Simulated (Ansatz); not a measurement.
Take SiC (space group Pm-3n, No. 223; a = 5.331 Å; a hypothetical phase, not in the database extracts checked) as the base. Axes: x, y, z lie along the cube axes.

Method: plane-wave PAW DFT at the PBEsol level (Ansatz, a quantum-chemistry and plane-wave program, 420 eV), scalar-relativistic without spin-orbit coupling.

A first run, uniaxial strain ε_zz = −1.31 %, gives secant values C11 ≈ 400 GPa and C12 ≈ 68 GPa from its stress. A second run applies isotropic strain +2.54 %.

Problem. What does linear elasticity predict for the bulk modulus −ΔP/(ΔV/V₀) in the second run, and what does the run give?

Solution. Linear elasticity: (C11 + 2 C12)/3 = 180 GPa. The run gives 140 GPa; any difference comes from nonlinear terms at these strains and numerical noise.

Whether these cells are dynamically stable was not tested.
